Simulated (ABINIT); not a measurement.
ABINIT run on LiTaF6 (R-3, 8 atoms in the cell): self-consistent single point.

Computed with PBEsol, norm-conserving pseudopotentials (PseudoDojo nc-sr-04 PBEsol standard) (plane waves; ABINIT).

The change in words: lattice scaled by 0.98. Reference geometry:
```
LiTaF6
1.0
    2.58467     1.49226     4.52600
   -2.58467     1.49226     4.52600
    0.00000    -2.98452     4.52600
Li Ta F
1 1 6
Cartesian
  0.00000   0.00000   6.78900
  0.00000   0.00000   0.00000
  1.04494  -1.23392   7.94778
 -1.04494   1.23392   5.63022
  0.54614   1.52191   7.94778
 -0.54614  -1.52191   5.63022
 -1.59108  -0.28798   7.94778
  1.59108   0.28798   5.63022
```

Reference input (self-consistent single point, DFT, PBEsol, plane waves, norm-conserving pseudopotentials (PseudoDojo nc-sr-04 PBEsol standard)): pseudos = [Li.upf, Ta.upf, F.upf]; ecut = 42 Ha; occopt = 1; ngkpt = 6 6 6; nshiftk = 1; shiftk = 0 0 0; potentials = PseudoDojo nc-sr-04 PBEsol standard; nband = 33; kptopt = 1; nstep = 60; tolvrs = 1e-11. This run's input differs from it in these lines:

```diff
@@ -3,7 +3,7 @@
 pseudos "Li.upf, Ta.upf, F.upf"
-acell 5.4214421656 5.4214421656 5.4214421656 Angstrom
+acell 5.3130135595 5.3130135595 5.3130135595 Angstrom
 rprim
-         0.4767495419    0.2752514764    0.8348332163
-        -0.4767495419    0.2752514764    0.8348332163
-         0.0000000000   -0.5505029527    0.8348332163
+         0.4767495909    0.2752515046    0.8348331790
+        -0.4767495909    0.2752515046    0.8348331790
+         0.0000000000   -0.5505030093    0.8348331790
 natom 8
@@ -13,10 +13,10 @@
 xcart
-         0.0000000000   -0.0000000000   12.8293506601
+         0.0000000000    0.0000000000   12.5727636469
          0.0000000000    0.0000000000    0.0000000000
-         1.9746469576   -2.3317791605   15.0191241011
-        -1.9746469576    2.3317791605   10.6395772191
-         1.0320565103    2.8759840090   15.0191241011
-        -1.0320565103   -2.8759840090   10.6395772191
-        -3.0067034678   -0.5442048485   15.0191241011
-         3.0067034678    0.5442048485   10.6395772191
+         1.9351543035   -2.2851439140   14.7187416190
+        -1.9351543035    2.2851439140   10.4267856747
+         1.0114155291    2.8184647441   14.7187416190
+        -1.0114155291   -2.8184647441   10.4267856747
+        -2.9465698326   -0.5333208301   14.7187416190
+         2.9465698326    0.5333208301   10.4267856747
 ecut 42
```

Output (repeated stretches shortened):

```
--- !BeginCycle
solver: {iscf: 7, nstep: 60, nline: 4, wfoptalg: 0, }
tolerances: {tolvrs: 1.00E-11, }
...

     iter   Etot(hartree)      deltaE(h)  residm     vres2
 ETOT  1  -219.48813379329    -2.195E+02 2.238E-01 2.182E+03
 ETOT  2  -219.60274119414    -1.146E-01 6.766E-02 2.044E+03
 ETOT  3  -220.01860787478    -4.159E-01 2.003E-02 1.398E+02
 ETOT  4  -220.03041018475    -1.180E-02 7.312E-03 9.693E+00
 ETOT  5  -220.03143147259    -1.021E-03 3.026E-03 1.067E-01
   [... 5 lines left out ...]
 ETOT 11  -220.03144390914    -9.749E-12 1.855E-04 6.916E-09
 ETOT 12  -220.03144390914     2.331E-12 3.632E-04 4.015E-10
 ETOT 13  -220.03144390914     2.871E-12 2.525E-04 3.134E-11
 ETOT 14  -220.03144390914     7.958E-13 2.698E-04 7.035E-13
 At SCF step   14       vres2   =  7.04E-13 < tolvrs=  1.00E-11 =>converged.

 Cartesian components of stress tensor (hartree/bohr^3)
  sigma(1 1)= -2.61514589E-04  sigma(3 2)=  2.70584770E-13
  sigma(2 2)= -2.61514589E-04  sigma(3 1)=  0.00000000E+00
  sigma(3 3)= -2.64462537E-04  sigma(2 1)=  0.00000000E+00

 ----iterations are completed or convergence reached----

 reduced coordinates (array xred) for    8 atoms
       0.499999997851      0.499999997851      0.499999997761
      -0.000000002149     -0.000000002149     -0.000000002239
       0.649669997195      0.245386998972      0.860969996181
       0.350329998508      0.754612996731      0.139029999340
       0.860969996272      0.649669997195      0.245386998881
       0.139029999431      0.350329998508      0.754612996640
   [... lines left out ...]
 Fermi (or HOMO) energy (hartree) =  -0.05214   Average Vxc (hartree)=  -0.35132
 Fermi (or HOMO) energy (eV) =  -1.41868   Average Vxc (eV)=  -9.56001
   [... lines left out ...]
total_energy        : -2.20031443909137E+02
total_energy_eV     : -5.98736008148158E+03
band_energy         : -2.85575966267808E+01
...

-Cartesian components of stress tensor (GPa)         [Pressure=  7.7229E+00 GPa]
- sigma(1 1)= -7.69402356E+00  sigma(3 2)=  7.96087744E-09
- sigma(2 2)= -7.69402355E+00  sigma(3 1)=  0.00000000E+00
- sigma(3 3)= -7.78075514E+00  sigma(2 1)=  0.00000000E+00

 Calculation completed.
```

The run converged in 14 iterations. Against the reference run the free energy goes up by 15.3 meV/atom, the pressure goes from -0.93 to 7.72 GPa, the largest force goes from 0.393 to 0.753 eV/Å and the gap on the mesh goes from 6.458 to 6.913 eV.

The starting cell comes from a database of computed structures (which also holds hypothetical and non-ambient phases and stackings), without a prior relaxation at this level. For this run, on top of that: lattice scaled by 0.98. Spin-orbit coupling is off. With a pressure of about 8 GPa the cell is away from its equilibrium volume at this level.

Cost on one core of a shared machine: roughly 7 min.
